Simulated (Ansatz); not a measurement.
A periodic model of amorphous Si$_{24}$O$_{51}$Ga$_{2}$:

```xyz
77
Lattice="10.4707 0.0000 0.0000 0.0000 10.4707 0.0000 0.0000 0.0000 10.4707" Properties=species:S:1:pos:R:3 pbc="T T T"
Si     8.1882     1.3769     9.0523
Si     3.5653     2.7773     4.1268
Si     3.6601     2.8791     1.0002
Si     7.9631     5.3087     9.0401
Si     7.6693     9.6185     2.2282
Si     7.6832    10.1622     6.6162
Si    10.0187     9.9997     0.0275
Si     0.9087     1.9675     5.7102
Si     4.7204     5.6181     5.0200
Si     0.7963     8.0154     3.1114
Si     2.1559     5.7953     8.6454
Si     7.8709     4.7099     1.5310
Si     4.8588     0.2706     5.5476
Si     5.1603     9.1230     0.9081
Si     6.1919     6.9970     2.5975
Si     9.5403    10.3770     4.3149
Si     5.1469     5.5319     7.9342
Si     2.4950     0.2343    10.4636
Si    10.1001     5.3380     3.7054
Si     6.5669     7.9638     8.6974
Si     2.6063    10.2702     7.3040
Si     3.1476     8.2840     5.1772
Si    10.2939     4.5978     6.8447
Si     6.6877     2.4808     0.1133
O      8.7898     4.8500     2.8592
O      5.1030     2.7405     0.2231
O      9.6194     0.8616     9.6331
O      4.0562     4.3335     4.2675
O      6.9815     0.9122    10.1141
O      5.3908     5.0395     6.3901
O      9.9583     4.9799     5.2875
O      1.1551     5.5375    10.0411
O      3.6286     2.3657     2.5517
O      1.5351     0.8226     6.6585
O      2.3762     8.8523     6.5037
O      3.6635     6.7709     5.4981
O      4.1491     0.2892     7.0293
O      4.2791     9.4086     4.7631
O      8.8382     9.6560     1.0912
O      7.7711     2.9586     9.3352
O      1.0530    10.2802     0.6872
O      2.3839    10.2629     8.9037
O      8.9678     9.6985     5.7081
O      8.5835     5.0788     0.0975
O      4.5582     1.6970     4.8370
O      2.6855     1.8385     0.1733
O      6.4601     0.1150     5.6444
O      5.9266     8.6893    10.0072
O      9.0269     4.9025     7.8404
O      2.3593     7.3875     8.9255
O      6.1732    10.1035     1.7646
O      3.2104     4.4278     0.9628
O      2.0797     2.6568     4.8020
O      5.7846     6.3893     4.0527
O      5.3316     7.1574     7.9873
O      4.9506     7.7740     1.8409
O      1.1635     5.3736     7.4067
O      8.2198     0.1549     3.3845
O     10.1754     8.6731     9.5774
O      3.6321     5.0956     8.4355
O     10.2795     1.3104     4.6875
O      2.2164     8.0717     3.8679
O      1.2005     7.3812     1.5793
O      7.3511     3.1494     1.4531
O      8.0868     1.0171     7.4886
O      7.1835     9.0488     7.6651
O      0.9324     4.7271     2.9253
O      3.7248     9.8587     0.6746
O      0.1863     3.0044     6.7490
O     10.1887     6.9653     3.7017
O      6.3558     4.8741     8.8240
O      0.1011     9.4635     3.4187
O      6.6037     5.7247     1.6710
O      7.8029     6.9555     9.0118
O      7.4457     8.0601     2.7404
Ga     1.6681     5.2801     1.3755
Ga     1.0062     7.5849    10.1521
```

Computed with PBE, scalar-relativistic without spin-orbit coupling (plane waves to 420 eV, PAW; Ansatz, a first-principles code).

The cell was made by melting and quenching with the CHGNet potential and then relaxed with DFT. O atoms were pushed apart under 1.9 Å during the dynamics, to hinder bonds among them. The hot cell started wider than the set density and was brought back towards it in steps. It is the lowest in DFT energy of 2 quenches. It is a model cell: composition and starting density were chosen by hand, and all elements were melted together. No dispersion term was used. Its density started from a set value of 2.36 and ended at 2.36 g/cm³. Cooling (nominally 400 K/ps over its main leg) ran many orders faster than in experiment, which tends to leave more defects and strain. Values belong to this one cell and scatter from quench to quench. The volume was held where the preparation left it, at a PBE pressure of -0.6 GPa (tension). Stress components on the final sampling reach 1.5 GPa.

Bonds are counted up to Si-Si 2.60 Å, Si-O 1.90 Å, Si-Ga 2.56 Å, O-O 1.58 Å, O-Ga 2.26 Å, Ga-Ga 2.68 Å. Two cations that share two anions don't count as bonded, nor two that share one unless they lie closer than Si-Si 2.38 Å, Si-Ga 2.49 Å, Ga-Ga 2.61 Å.

Task: Give the coordination numbers, mean bond lengths and angles.

Result: 
| Quantity | Result |
|---|---|
| Mean coordination of Si by anions | 4.00 (24 with 4) |
| Mean coordination of O | 2.04 (49 with 2, 2 with 3) |
| Mean coordination of Ga by anions | 4.00 (2 with 4) |
| Mean Si-O bond | 1.639 Å (spread 0.021 Å, 96 counted) |
| Mean O-Ga bond | 1.909 Å (spread 0.126 Å, 8 counted) |
| Bond angle at Si | mean 109.5°, spread 5.6° |
| Bond angle at O | mean 136.1°, spread 20.9° |
| Bond angle at Ga | mean 109.1°, spread 19.5° |

Task: Which atoms depart from the most common coordination of their element?

Result: O32 has 3 (Si11 1.74 Å, Ga76 1.89 Å, Ga77 2.06 Å); O63 has 3 (Si10 1.71 Å, Ga77 1.92 Å, Ga76 2.16 Å).

Task: List the pairs of like atoms that count as bonded by the rules above.

Result: There are none by these rules.

Task: What Bader charges do the atoms carry, from a run on the zone centre alone?

Result: Means (range): Si +3.28 e (+3.24 to +3.30), O -1.62 e (-1.66 to -1.40), Ga +1.87 e (+1.85 to +1.89).
```csv
atom,charge (e)
Si1,+3.25
Si2,+3.30
Si3,+3.28
Si4,+3.27
Si5,+3.28
Si6,+3.30
Si7,+3.27
Si8,+3.29
Si9,+3.29
Si10,+3.27
Si11,+3.24
Si12,+3.28
Si13,+3.28
Si14,+3.28
Si15,+3.28
Si16,+3.28
Si17,+3.27
Si18,+3.29
Si19,+3.28
Si20,+3.29
Si21,+3.29
Si22,+3.28
Si23,+3.29
Si24,+3.24
O25,-1.65
O26,-1.64
O27,-1.64
O28,-1.65
O29,-1.62
O30,-1.64
O31,-1.64
O32,-1.40
O33,-1.65
O34,-1.66
O35,-1.64
O36,-1.64
O37,-1.65
O38,-1.64
O39,-1.65
O40,-1.62
O41,-1.64
O42,-1.65
O43,-1.63
O44,-1.64
O45,-1.65
O46,-1.64
O47,-1.64
O48,-1.65
O49,-1.64
O50,-1.42
O51,-1.63
O52,-1.46
O53,-1.65
O54,-1.65
O55,-1.64
O56,-1.64
O57,-1.64
O58,-1.63
O59,-1.42
O60,-1.64
O61,-1.64
O62,-1.65
O63,-1.44
O64,-1.63
O65,-1.64
O66,-1.66
O67,-1.43
O68,-1.65
O69,-1.64
O70,-1.64
O71,-1.64
O72,-1.64
O73,-1.65
O74,-1.64
O75,-1.64
Ga76,+1.89
Ga77,+1.85
```
